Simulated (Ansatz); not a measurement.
Worked example: relaxation of the atoms of ScCd (P4mm, 2 atoms in the cell) in Ansatz (a quantum-chemistry and plane-wave program).

Computed with LDA (PW92), default PAW files made with PBE (plane waves; Ansatz).

The change in words: one atom moved by 0.15 angstrom; relax: default → atoms; relax.f_tol: default → 0.01 eV/Å. Reference geometry:
```xyz
2
Lattice="3.5439 0.0000 0.0000 0.0000 3.5439 0.0000 0.0000 0.0000 3.5439" Properties=species:S:1:pos:R:3 pbc="T T T"
Sc     1.7719     1.7719     1.7719
Cd     0.0000     0.0000     0.0000
```

Reference input (self-consistent single point, DFT, LDA (PW92), plane waves, default PAW files made with PBE): basis.ecutwfc = 420 eV; kpoints.mp_grid.grid = 9 9 9; hamiltonian.xc = lda; hamiltonian.pseudopotentials = {kind: paw} (the program's default PAW files); scf.occupations.method = gaussian; scf.occupations.width = 0.1 eV. This run's input differs from it in these lines:

```diff
@@ -7,3 +7,3 @@
   atoms:
-    - { symbol: Sc, position: [0.500000, 0.500000, 0.500000] }
+    - { symbol: Sc, position: [0.500000, 0.500000, 0.542326] }
     - { symbol: Cd, position: [0.000000, 0.000000, 0.000000] }
@@ -18,2 +18,4 @@
   occupations: { method: gaussian, width: 0.1 eV }
+relax:
+  f_tol: 0.01
 output:
```

Output (repeated stretches shortened):

```
   [... SCF lines of the steps left out ...]
relax step   1: F+E_penalty+E_count = -10207.50402603 eV  Δ(F+E_penalty+E_count) = +0.000e0 eV  max|allowed force component| = 4.048e-1 eV/Å  Δτ_max = 0.0000 Å  (6 SCF iters, dr2 threshold 2.50e-6 eV, accepted)
relax step   2: F+E_penalty+E_count = -10207.53408237 eV  Δ(F+E_penalty+E_count) = -3.006e-2 eV  max|allowed force component| = 3.865e-2 eV/Å  Δτ_max = 0.0822 Å  (5 SCF iters, dr2 threshold 1.02e-5 eV, accepted)
relax step   3: F+E_penalty+E_count = -10207.53436168 eV  Δ(F+E_penalty+E_count) = -2.793e-4 eV  max|allowed force component| = 5.253e-5 eV/Å  Δτ_max = 0.0072 Å  (4 SCF iters, accepted)
the relaxation is at rest under the 8 symmetry operations that the run kept from its start: a minimum is not shown …
Stability not checked: this state was not tested for a lower state beside it, because too few of the mixer's solves of this state at the end of the SCF gave a …
Free energy (F): -10207.534362 eV
Internal energy: -10207.523978 eV  (E = F + TS)
E sigma→0 (E₀):  -10207.529170 eV
Entropy (-TS):   -0.010383 eV (-5.192 meV/atom)
Fermi energy:    11.978498 eV
--- Forces (eV/Å), atoms counted from 1 ---
  atom   1  Sc    -0.00000000     0.00000000     0.00007614
   [... lines left out ...]
  The stress holds the Pulay correction. Without it, at fixed plane waves, as pw.x and ABINIT print it: P = -6.2441 GPa
--- Relaxed structure (3 steps of the walk, 3 accepted, 0 SCFs on fresh bases) ---
  F+E_penalty+E_count = -10207.53436168 eV   max|allowed force component| = 5.253e-5 eV/Å
  atoms:
    - { symbol: Sc, position: [0.5, 0.5, 0.5211619313711989] }
    - { symbol: Cd, position: [-5.434506717015946e-35, 0.0, 0.021164068628801117] }
```

The run converged.  The full log also holds: “iter 5 did not close the SCF: its close was put off for the readings that it lacked (scf_convergence_deferred on its scf_iter line)”.

Summary of the result:
```
Quantity                                                 Result
-----------------------------------------------  --------------
Free energy E − TS (on the zero of these files)  -10207.5344 eV
Fermi level (on the code's own zero)                   11.98 eV
Pressure                                              -6.23 GPa
Relaxation steps                                              3
```

The starting cell comes from a database of computed structures (which also holds hypothetical and non-ambient phases and stackings), without a prior relaxation at this level. Its lattice was rescaled by up to half a per cent. For this run, on top of that: one atom moved by 0.15 angstrom. The relaxation keeps the symmetry of its start, so its end need not be a minimum. Ansatz's pressure includes its estimate of the finite-basis (Pulay) stress.

Keys are those of Ansatz 0.2.
